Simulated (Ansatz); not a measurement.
Habitual settings against a tight run: SiO2 (P3_121, 9 atoms in the cell)

Self-consistent single point.

```yaml
crystal:
  lattice:
    - [4.92333, 0.00000, 0.00000]
    - [-2.46166, 4.26372, 0.00000]
    - [0.00000, 0.00000, 5.44053]
  atoms:
    - { symbol: Si, position: [0.53109, 0.53109, 0.00000] }
    - { symbol: Si, position: [0.46891, 0.00000, 0.33333] }
    - { symbol: Si, position: [0.00000, 0.46891, 0.66667] }
    - { symbol: O, position: [0.26922, 0.41339, 0.78489] }
    - { symbol: O, position: [0.58661, 0.85583, 0.11822] }
    - { symbol: O, position: [0.14417, 0.73078, 0.45156] }
    - { symbol: O, position: [0.41339, 0.26922, 0.21511] }
    - { symbol: O, position: [0.85583, 0.58661, 0.88178] }
    - { symbol: O, position: [0.73078, 0.14417, 0.54844] }
```

Method of the run: PBEsol, PAW files made with PBE (plane waves; Ansatz, a first-principles code).

Base settings: basis.ecutwfc = 420 eV; kpoints.mp_grid.grid = 6 6 5; hamiltonian.xc = pbesol; hamiltonian.pseudopotentials = {kind: paw} (the program's default PAW files); scf.occupations.method = fixed.

Tight run (finer mesh or higher cutoff; not a proven limit): basis.ecutwfc: 420 eV → 590 eV; kpoints.mp_grid.grid: 6 6 5 → 9 9 7; scf.convergence.dr2_threshold: default (1e-07 eV) → 1e-09 eV. It gave top of the valence band (on the code's own zero) 2.34 eV; gap on the k-point mesh 5.79 eV; pressure 1.69 GPa; largest force (vector length) 0.131 eV/Å.

Quick runs, as changes from the base:
- A: the base itself
- B: kpoints.mp_grid.grid: 6 6 5 → 4 4 4
- C: basis.ecutwfc: 420 eV → 250 eV; kpoints.mp_grid.grid: 6 6 5 → 1 1 1; scf.occupations.method: fixed → fermi_dirac; scf.occupations.width: default → 0.2 eV
- D: basis.ecutwfc: 420 eV → 335 eV; kpoints.mp_grid.grid: 6 6 5 → 6 6 6

Dashes: gap of C, left out as unsure on this mesh or at this smearing.

Gaps are read on each run's own mesh, which may miss the band edges.

The count of work is k-points × plane waves × bands × iterations; it is no time. 

Pressures in the table are Ansatz's without its Pulay estimate, at a fixed set of plane waves; the tight run's value above holds the estimate.

The starting cell comes from a database of computed structures (which also holds hypothetical and non-ambient phases and stackings), without a prior relaxation at this level. Its lattice was rescaled by a random factor within 2.5 % of one.

| run | energy less tight (meV/atom) | pressure less tight (GPa) | largest miss in a force vector (eV/Å) | gap on the mesh less tight (eV) | count of work / tight |
|---|---|---|---|---|---|
| A | 3.2 | -0.34 | 0.003 | -0.001 | 0.21 |
| B | 3.2 | -0.35 | 0.002 | 0.024 | 0.099 |
| C | 1139.0 | -63.01 | 0.967 | – | 0.0036 |
| D | 74.1 | -7.14 | 0.010 | -0.012 | 0.18 |

Among the runs at the tight run's level, the energy misses run from 3.2 to 1139.0 meV/atom.

Left out of this page: 2 runs of the series with a known weakness of the program.

Keys are those of Ansatz 0.2.
